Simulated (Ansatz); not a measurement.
CuI (P4/nmm), PBEsol+D3BJ with spin-orbit coupling, rigid bands run with Ansatz (an electronic-structure program): N_c = 2.03e18 cm⁻³ at 300 K and an electron conductivity mass of 0.242 mₑ along z (a = (3.93, 0.00, 0.00) Å; b = (0.00, 3.93, 0.00) Å; c = (0.00, 0.00, 5.98) Å).

Q: For 1e17 electrons per cm³ at 300 K, place the Fermi level, estimate the Seebeck coefficient of a parabolic band with constant τ, and give mobility and conductivity for τ = 5 fs.

A: The level lies k_BT ln(N_c/n) = 0.078 eV below the conduction-band minimum. S ≈ −(k_B/e)[ln(N_c/n) + 5/2] = -475 μV/K, against -473 μV/K from the full bands (mean over directions). μ = eτ/m = 36.3 cm²/(V·s) and σ = neμ = 0.582 S/cm. τ is assumed, not computed.

Band transport and this doping are assumed; polarons and phonon drag are left out. Geometry: cell and atoms relaxed with PBEsol+D3(BJ).

Computed structure with no diffraction record at hand here (it may be known, metastable or hypothetical): CuI (P4/nmm). PBEsol with a dispersion correction tends to overbind, so the cell can be several per cent short, in bad cases over ten, which usually narrows a gap: CuI (P4/nmm).
